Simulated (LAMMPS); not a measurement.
An MD run on a melt of Ni (fcc), 2048 atoms, cooled from 2590 K to 300 K at 1e+14 K/s, at zero pressure.

All values are model results, not measurements: classical MD, pair style eam, the elements' _u3.eam files (universal-3 set of Foiles, Baskes and Daw), run in LAMMPS.

```csv
r (Å),g(r)
2.100,0.000
2.140,0.001
2.180,0.016
2.220,0.136
2.260,0.562
2.300,1.48
2.340,2.92
2.380,4.20
2.420,5.04
2.460,5.09
2.500,4.67
2.540,3.97
2.580,3.18
2.620,2.50
2.660,1.95
2.700,1.53
2.740,1.20
2.780,0.965
2.820,0.778
2.860,0.641
2.900,0.553
2.940,0.474
2.980,0.413
3.020,0.376
3.060,0.359
3.100,0.326
3.140,0.319
3.180,0.310
3.220,0.331
3.260,0.329
3.300,0.341
3.340,0.344
3.380,0.361
3.420,0.378
3.460,0.403
3.500,0.435
3.540,0.457
3.580,0.490
3.620,0.503
3.660,0.525
3.700,0.556
3.740,0.586
3.780,0.638
3.820,0.667
3.860,0.733
3.900,0.793
3.940,0.906
3.980,0.993
4.020,1.11
4.060,1.20
4.100,1.30
4.140,1.37
4.180,1.43
4.220,1.50
4.260,1.52
4.300,1.54
4.340,1.55
4.380,1.50
4.420,1.44
4.460,1.36
4.500,1.32
4.540,1.26
4.580,1.26
4.620,1.25
4.660,1.28
4.700,1.30
4.740,1.32
4.780,1.34
4.820,1.34
4.860,1.30
4.900,1.27
4.940,1.20
4.980,1.14
5.020,1.07
5.060,0.974
5.100,0.896
5.140,0.826
5.180,0.760
5.220,0.706
5.260,0.647
5.300,0.633
5.340,0.610
5.380,0.595
5.420,0.580
5.460,0.570
5.500,0.583
5.540,0.590
5.580,0.617
5.620,0.639
5.660,0.676
5.700,0.710
5.740,0.736
5.780,0.785
5.820,0.828
5.860,0.865
5.900,0.908
5.940,0.956
5.980,1.01
6.020,1.05
6.060,1.10
6.100,1.16
6.140,1.19
```

Main features:
- state found: glass
- first peak of g(r): 2.45 Å, height 5.1
- coordination number: 12.7 (counted to 3.22 Å)
